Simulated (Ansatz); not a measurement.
```xyz
2
Lattice="0.0000 3.2800 3.2800 3.2800 0.0000 3.2800 3.2800 3.2800 0.0000" Properties=species:S:1:pos:R:3 pbc="T T T"
Te     1.6400     1.6400     1.6400
Cd     0.0000     0.0000     0.0000
```

Dynamical quadrupoles are not included in the interpolation of the phonons between the solved wave vectors. Spin-orbit coupling is not included.

Question: By how much do the lattice constants and the volume change from 300 K to 675 K (quasi-harmonic lattice dynamics, DFT at the r2SCAN level (Ansatz, an electronic-structure program)), and how far does the bulk modulus soften?

Answer: a by 0.26 %, the volume by 0.78 %; B_T goes from 37.2 to 33.5 GPa. No phase change or melting is allowed for: the numbers belong to this structure as given.

The PAW data sets were generated under PBE and serve the other functionals too.
